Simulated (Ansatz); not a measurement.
## Converging the k-point mesh: CdHgSe2 (Pmm2, 4 atoms in the cell)

```yaml
crystal:
  lattice:
    - [4.34241, 0.00000, 0.00000]
    - [0.00000, 4.34241, 0.00000]
    - [0.00000, 0.00000, 6.12844]
  atoms:
    - { symbol: Cd, position: [0.50000, 0.50000, 0.50816] }
    - { symbol: Hg, position: [0.00000, 0.00000, 0.00000] }
    - { symbol: Se, position: [0.00000, 0.50000, 0.25301] }
    - { symbol: Se, position: [0.50000, 0.00000, 0.74699] }
```

Level of theory: LDA (PW92), default PAW files made with PBE (plane waves; Ansatz, an electronic-structure program).

Base settings: basis.ecutwfc = 30.9 Ry; kpoints.mp_grid.grid = 7 7 5; hamiltonian.xc = lda; hamiltonian.pseudopotentials = {kind: paw} (the program's default PAW files); scf.occupations.method = gaussian; scf.occupations.width = 0.0073 Ry.

The second cell is the first with its lattice scaled by 0.98.

Only quantities that move along the ladder and can be compared are tabulated.

The count of work is k-points × plane waves × bands × iterations; it is no time. Core times come from one kind of shared machine, to one figure; runs under 30 s give none.

The starting cell comes from a database of computed structures (which also holds hypothetical and non-ambient phases and stackings), without a prior relaxation at this level. Its lattice was rescaled by up to half a per cent. One atom was moved a little off its site on purpose. Ansatz's pressure includes its estimate of the finite-basis (Pulay) stress. The run gives no clean gap (levels at the Fermi energy touch, overlap or are partly filled at this smearing), which alone does not show that the compound is a metal.

```csv
kpoints.mp_grid.grid,free energy less the last step's (meV/atom),energy of the compressed cell less the first (meV/atom),pressure (GPa),largest difference of a force vector from the last step's (eV/Å),count of work / last,core time / last (rough)
2 2 1,187.41,12.24,-0.46,0.099,0.011,–
3 3 2,38.62,-6.16,-2.11,0.036,0.014,–
4 4 3,10.46,-9.47,-2.40,0.009,0.032,–
5 5 4,3.31,-10.44,-2.49,0.003,0.048,–
7 7 5,0.45,-10.87,-2.53,0.001,0.085,–
8 8 6,0.18,-10.92,-2.53,0.000,0.18,0.2
10 10 7,0.02,-10.96,-2.53,0.000,0.25,0.3
12 12 9,0.00,-10.98,-2.54,0.000,0.43,0.4
15 15 11,0.00,-10.99,-2.54,0.000,0.68,0.6
16 16 12,0.00,-10.99,-2.54,0.000,1.0,1
```

Coarsest kpoints.mp_grid.grid that holds the pressure within 0.2 GPa of the last step, with all finer ones: 4 4 3, at 0.032 of the last step's count of work; the step before is off by 0.43 GPa.

Coarsest kpoints.mp_grid.grid that holds the forces within 0.005 eV/Å of the last step, with all finer ones: 5 5 4, at 0.048 of the last step's count of work; the step before is off by 0.009 eV/Å.

Coarsest kpoints.mp_grid.grid that holds the energy of the compressed cell less the first within 0.2 meV/atom of the last step, with all finer ones: 7 7 5, at 0.085 of the last step's count of work; the step before is off by 0.55 meV/atom.

The energy difference between the two cells stays within 1 meV/atom of the last step's from 5 5 4 on, the total only from 7 7 5 on: much of the error is common to both cells and cancels.

Keys are those of Ansatz 0.2.
